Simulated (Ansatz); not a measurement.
LaTiO2N (P2₁, No. 4, 20 atoms in the cell; start mp-775918) was calculated with PBEsol in Ansatz (plane waves, PAW).

Run with plane-wave cutoff 520 eV, 6×6×4 k mesh (along the axes of the cell as run), Fermi–Dirac smearing 0.01 eV, no spin polarisation, scalar-relativistic PAW data made under PBE.

Cell (relaxed with PBEsol):

```yaml
crystal:
  lattice:
    - [5.49882, 0.00000, -0.01883]
    - [0.00000, 5.51239, 0.00000]
    - [-0.03962, 0.00000, 7.95791]
  atoms:
    - { symbol: La, position: [0.25016, 0.51271, 0.24164] }
    - { symbol: La, position: [0.74984, 0.01271, 0.75836] }
    - { symbol: La, position: [0.25043, 0.50394, 0.75761] }
    - { symbol: La, position: [0.74957, 0.00394, 0.24239] }
    - { symbol: Ti, position: [0.73693, 0.50806, 0.00333] }
    - { symbol: Ti, position: [0.26307, 0.00806, 0.99667] }
    - { symbol: Ti, position: [0.75194, 0.50750, 0.48661] }
    - { symbol: Ti, position: [0.24806, 0.00750, 0.51339] }
    - { symbol: N, position: [0.45461, 0.29035, 0.01183] }
    - { symbol: N, position: [0.54539, 0.79035, 0.98817] }
    - { symbol: N, position: [0.75649, 0.52264, 0.25339] }
    - { symbol: N, position: [0.24351, 0.02264, 0.74661] }
    - { symbol: O, position: [0.55082, 0.19822, 0.48726] }
    - { symbol: O, position: [0.44918, 0.69822, 0.51274] }
    - { symbol: O, position: [0.94745, 0.18729, 0.01148] }
    - { symbol: O, position: [0.05255, 0.68729, 0.98852] }
    - { symbol: O, position: [0.05612, 0.30512, 0.48729] }
    - { symbol: O, position: [0.94388, 0.80512, 0.51271] }
    - { symbol: O, position: [0.76325, 0.46424, 0.74770] }
    - { symbol: O, position: [0.23675, 0.96424, 0.25230] }
```

### Question
Give the computed band gap.

### Answer

- band gap: 1.25 eV

Spin–orbit coupling is not included.

Computed values are for the static lattice.

It cost roughly 7 core-minutes of CPU time.

A start named mp-… is a Materials Project structure, which need not be a measured phase.

Ansatz is a first-principles code.
